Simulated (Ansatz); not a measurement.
System: OsAl3 (model structure, started from the A15 type, Pm-3n, No. 223, 8 atoms in the cell). Method: PBE (Ansatz, an electronic-structure program, plane waves, PAW).

Input file:

Ansatz 0.2 input:
```yaml
crystal:
  lattice:
    - [4.8700561135, 0.0, 0.0]
    - [0.0, 4.8700561135, 0.0]
    - [0.0, 0.0, 4.8700561135]
  atoms:
    - { symbol: Al, position: [0.25, 0.0, 0.5] }
    - { symbol: Al, position: [0.75, 0.0, 0.5] }
    - { symbol: Al, position: [0.0, 0.5, 0.25] }
    - { symbol: Al, position: [0.0, 0.5, 0.75] }
    - { symbol: Al, position: [0.5, 0.25, 0.0] }
    - { symbol: Al, position: [0.5, 0.75, 0.0] }
    - { symbol: Os, position: [0.0, 0.0, 0.0] }
    - { symbol: Os, position: [0.5, 0.5, 0.5] }
basis:
  ecutwfc: 520
  ecutrho_ratio: 4
  xc_grid: 2
kpoints:
  mp_grid: { grid: [12, 12, 12] }
hamiltonian:
  xc: pbe
  dispersion: none
  pseudopotentials: { kind: paw }
scf:
  occupations: { method: fermi_dirac, width: 0.05 }
output:
  forces: true
  stress: true
  eigenvalues: true
relax:
  f_tol: 0.004
  escape_saddle: false
  max_steps: 80
```

Output (set-up and result lines):

```
WARN output.stress: scf.convergence.dr2_threshold = 1e-7 eV (the SCF's general default) is looser than the 8e-10 eV advised for a printed stress (1e-10 eV for …
Relaxation: its limit of steps is 80 (relax.max_steps)
Crystal: 8 atoms, lattice volume = 115.505 Å³
Basis set: ecut = 520 eV, 3071 PW (Γ), exchange–correlation on 80×80×80 points (8 copies of the dense FFT grid, shifted against one another)
Bands: 33, of which v1, the nominal top of the filled ones, is band 25 counted from 1 (24 counted from 0)
Symmetry: 48 space group operations
Space group: Pm-3n (ITA 223), of the structure as read, at distance tolerance 4.9e-5 Å
k-points: 84 of 1728
Functional: x = pbe(κ = 0.804, μ = 0.2195149727645171), c = pbe(β = 0.06672455060314922)
SCF iter   1: F=—  HF=-25996.908373 eV  |F-HF|=—  |Δ(HF+E_count)|=         —  Δρ=6.83e-3  dr2=8.67e-2
SCF iter   2: F=—  HF=-25996.896918 eV  |F-HF|=—  |Δ(HF+E_count)|=   1.15e-2  Δρ=3.70e-3  dr2=2.44e-2
  ...
SCF iter   5: F=—  HF=-25996.892284 eV  |F-HF|=—  |Δ(HF+E_count)|=   9.84e-6  Δρ=2.71e-5  dr2=1.23e-6
SCF iter   6: F=-25996.892283 eV  HF=-25996.892283 eV  |F-HF|=1.84e-8  |Δ(HF+E_count)|=   2.70e-7  Δρ=4.60e-6  dr2=2.88e-8
SCF 1 converged in 6 iterations: F = -25996.892283 eV  dr2 = 2.88e-8
relax step   1: F+E_penalty+E_count = -25996.89228325 eV  Δ(F+E_penalty+E_count) = +0.000e0 eV  max|allowed force component| = 6.250e-17 eV/Å  Δτ_max = 0.0000 Å  (6 SCF iters, accepted)
SCF converged after 6 iterations
Free energy (F): -25996.892283 eV
Internal energy: -25996.872318 eV  (E = F + TS)
E sigma→0 (E₀):  -25996.882301 eV
Fermi energy:    12.491650 eV
--- Forces (eV/Å), atoms counted from 1 ---
  atom   1  Al     0.00000000    -0.00000000     0.00000000
  atom   2  Al     0.00000000     0.00000000     0.00000000
  atom   3  Al     0.00000000     0.00000000     0.00000000
  atom   4  Al    -0.00000000     0.00000000     0.00000000
  atom   5  Al    -0.00000000     0.00000000     0.00000000
  atom   6  Al     0.00000000     0.00000000     0.00000000
  atom   7  Os     0.00000000    -0.00000000    -0.00000000
  atom   8  Os     0.00000000    -0.00000000    -0.00000000
--- Stress (GPa, compression-positive) ---
        3.362257       0.000000       0.000000
        0.000000       3.362257       0.000000
        0.000000      -0.000000       3.362257
  P = ⅓ Tr σ = 3.3623 GPa (33.623 kbar)
```

The cell is one volume of an energy–volume scan, off the minimum.

Note: the run has no spin polarisation, so it can have missed a magnetic state. Note: the relaxation could raise the start's symmetry but not lower it, so the cell can be a saddle point.

Cost on a shared machine: very roughly 12 core-seconds.

A model structure was made by putting elements into a prototype or built by hand; it is no filed structure, need not be a known phase, and can be a saddle point held by its symmetry.
